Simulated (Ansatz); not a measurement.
# Effective masses and thermopower of GaSb (F-43m)

Data:

```
GaSb
1.0
    0.00000     3.05585     3.05585
    3.05585     0.00000     3.05585
    3.05585     3.05585     0.00000
Ga Sb
1 1
Direct
  0.00000   0.00000   0.00000
  0.25000   0.25000   0.25000
```

All values below come from r2SCAN with spin-orbit coupling, rigid bands (plane waves, PAW; Ansatz, an electronic-structure program). How the cell was made: cell and atoms relaxed with PBEsol.

| Item | Value |
|---|---|
| band gap | 0.28 eV |
| hole conductivity mass (300 K, dilute) | 0.29 mₑ |
| effective density of states N_v (300 K) | 6.6e18 cm⁻³ |
| density-of-states mass, holes | 0.41 mₑ |
| Seebeck coefficient, p-type 1e19 cm⁻³, 300 K | 192 μV/K |

Rigid bands; masses and Seebeck coefficients take one relaxation time τ for all states and one kind of carrier; polarons and phonon drag are left out. Geometry: cell and atoms relaxed with PBEsol.
